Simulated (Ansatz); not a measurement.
Reference: V₃Os (Fm-3m), PBEsol, DFPT electron-phonon coupling, linearised Boltzmann equation (plane waves, PAW, scalar-relativistic; Ansatz, an electronic-structure program); geometry: relaxed with this functional, without spin-orbit coupling.

```xyz
4
Lattice="0.0000 2.9636 2.9636 2.9636 0.0000 2.9636 2.9636 2.9636 0.0000" Properties=species:S:1:pos:R:3 pbc="T T T"
V      1.4818     1.4818     1.4818
V      4.4455     4.4455     4.4455
V      2.9636     2.9636     2.9636
Os     0.0000     0.0000     0.0000
```

| Property | Result |
|---|---|
| resistivity at 300 K | 6.2 μΩ·cm |
| mean free path at 300 K | 15.7 nm |
| electron-phonon coupling λ | 0.198 |
| logarithmic mean phonon energy | 27 meV |

Task: Swap V for Ta, keeping the structure type. How do these values move?

Result: Ta$_{3}$Os (Fm-3m): volume per atom 13.0 to 16.4 Å³; resistivity at 300 K stays about the same (6.2 μΩ·cm to 6.6 μΩ·cm); mean free path at 300 K stays about the same (15.7 nm to 17.4 nm); electron-phonon coupling λ stays about the same (0.198 to 0.20); logarithmic mean phonon energy falls (27 meV to 16.7 meV).

Task: Swap Os for Ru, keeping the structure type. How do these values move?

Result: V3Ru (Fm-3m): volume per atom 13.0 to 12.9 Å³; resistivity at 300 K rises (6.2 μΩ·cm to 7.5 μΩ·cm); mean free path at 300 K falls (15.7 nm to 12.6 nm); electron-phonon coupling λ rises (0.198 to 0.23); logarithmic mean phonon energy stays about the same (27 meV to 28 meV).

Task: Swap Os for Mo, keeping the structure type. How do these values move?

Result: V3Mo (Fm-3m): volume per atom 13.0 to 13.5 Å³; resistivity at 300 K rises (6.2 μΩ·cm to 14.1 μΩ·cm); mean free path at 300 K falls (15.7 nm to 3.4 nm); electron-phonon coupling λ rises (0.198 to 0.85); logarithmic mean phonon energy falls (27 meV to 18.3 meV).

Moves up to 11 % count as about the same. Metals; harmonic phonons alone scatter; means over directions. The mean free path is weighted by the current that each state carries. Halving the electron mesh moves these values by up to 8 %; q meshes are mostly untested. Spin-orbit coupling is left out.

Computed structure with no diffraction record at hand here (it may be known, metastable or hypothetical): Ta3Os (Fm-3m), V3Mo (Fm-3m), V3Os (Fm-3m), V3Ru (Fm-3m). Treated as nonmagnetic (a ferromagnetic start lost its moment, other orders weren't tried): V3Mo (Fm-3m), V3Os (Fm-3m), V3Ru (Fm-3m). The missing spin-orbit coupling matters most for Ta3Os (Fm-3m), V3Os (Fm-3m).
